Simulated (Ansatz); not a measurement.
Consider Mg₂Ge in the anti-fluorite structure (space group Fm-3m, No. 225; a = 6.4212 Å).

Computed with Kohn–Sham DFT with the PBE functional, run in Ansatz (an electronic-structure program) with PAW and 420 eV plane waves, no spin-orbit coupling.

Before the change:

| Property | Result |
|---|---|
| Electron mass | 0.55 mₑ along k, 0.19 mₑ across (at X) |
| Hole mass | 0.071, 0.35, 0.35 mₑ (at Γ) |
| Shortest interatomic distance | 2.780 Å |

One thing is altered: a hydrostatic pressure of 5 GPa.

Estimate the effect on the electron mass.

The electron mass becomes 0.55 mₑ along k, 0.18 mₑ across (at X) (base: 0.55 mₑ along k, 0.19 mₑ across (at X)).

What does the calculation give for the hole mass after the change?

The hole mass (degenerate bands, along [100]) becomes 0.099, 0.34, 0.34 mₑ (at Γ) (base: 0.071, 0.35, 0.35 mₑ (at Γ)).

What does the calculation give for the shortest interatomic distance after the change?

The shortest interatomic distance shrinks by 0.077 Å (2.780 Å → 2.703 Å).

The levels and masses belong to the bands next to the band gap. Load acts through the strain it causes; cell and atoms are relaxed under it. Effective masses come from finite differences of ±0.01 Å⁻¹. Along k means along the line from Γ to the band edge. Whether these cells are dynamically stable was not tested. No other phases were tried under pressure.
